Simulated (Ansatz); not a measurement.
## AlCr2C (space group P6_3/mmc, No. 194; non-magnetic)

```xyz
8
Lattice="2.8118 0.0000 0.0000 -1.4059 2.4351 0.0000 0.0000 0.0000 12.5992" Properties=species:S:1:pos:R:3 pbc="T T T"
Al     0.0000     1.6234     9.4494
Al     1.4059     0.8117     3.1498
Cr     0.0000     1.6234     1.0630
Cr     1.4059     0.8117     7.3626
Cr     1.4059     0.8117    11.5362
Cr     0.0000     1.6234     5.2366
C      0.0000     0.0000     0.0000
C      0.0000     0.0000     6.2996
```

Calculations: Ansatz (a quantum-chemistry and plane-wave program), PBEsol, PAW, cutoff 420 eV, without spin-orbit coupling. Settings: 19×19×4 k-points, 0.05 eV Fermi–Dirac smearing.

The volume per atom comes out as 10.78 Å³ and the density is 5.50 g/cm³. The band gap is zero. The total energy is -1867.635 eV/atom (σ→0; compares only within this code and set-up).

Stability against distortions was not tested. Seeded moments were not kept for the base. All final runs are without spin polarisation.
